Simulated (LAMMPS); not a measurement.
Simulation of Ni (fcc), 864 atoms, at 1560 K and 0 GPa, heated as the crystal.

Computed with classical MD, pair style meam, file MoCoNiVFeAlCr_2nn.meam (LAMMPS).

| Quantity | Result |
|---|---|
| state found | crystal; no diffusion seen in 30 ps |
| density | 8.3827 ± 0.0010 g/cm³ |
| volume per atom | 11.627 ± 0.001 Å³ |
| enthalpy per atom | -4.0227 ± 0.0005 eV |
| first peak of g(r) | 2.50 Å, height 4.1 |
| coordination number | 12.0 (counted to 3.10 Å) |
| most common Ni-Ni-Ni angle | in the 3° bin centred on 58.5° (mean of all 97°) |
| mean frequency of the velocity spectrum | 6.3 THz |
| cost | very roughly 12 core-minutes |

Potential: file MoCoNiVFeAlCr_2nn.meam of the LAMMPS distribution; its header cites Wang, J., Kwon, H., Kim, H.S. et al. A neural network model for high entropy alloy design. npj Comput Mater 9, 60 (2023).

States go by the mean squared displacement: a species diffuses where it passes 1.5 Å², still rises and gives D over 1e-6 cm²/s; a crystal has left its structure where atoms lie 0.35 Å off their sites on average or a cubic box changes its shape by 3 %.

Uncertainties are statistical and leave out the potential's own error.
